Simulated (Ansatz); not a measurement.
The reference is Rh in the fcc (Cu type) structure (space group Fm-3m, No. 225; relaxed with 0.1 eV smearing).

```
Rh
1.0
    0.00000     1.87756     1.87756
    1.87756     0.00000     1.87756
    1.87756     1.87756     0.00000
Rh
1
Direct
  0.00000   0.00000   0.00000
```

Cartesian axes are those of the cell as printed.

Level of theory: plane-wave PAW DFT at the LDA level (Ansatz, a program for electronic structure, 420 eV), no spin-orbit coupling.

It is then changed as follows: the cell is stretched by 3.00 % along z with no lateral relaxation, atoms relaxed at fixed cell.

Task: Predict the stress tensor and what it implies for the stiffness.

Result: Stress of the strained cell less that of the base (GPa, compression positive):
```
   -6.0     0.0     0.0
    0.0    -6.0     0.0
    0.0     0.0   -13.5
```

Then −Δσ_ii/ε with ε = 0.0300 gives secant stiffness values (nonlinear terms included at this strain): C33 ≈ 451 GPa, C13 ≈ 199 GPa and C23 ≈ 199 GPa.

As a check, the harmonic strain energy −½ V₀ Δσ:ε is 17 meV/atom; the computed energy rise is 17 meV/atom.

Whether these cells are dynamically stable was not tested. All final runs are without spin polarisation. Rh lies near a magnetic instability that expansion can trigger; it was not tested.
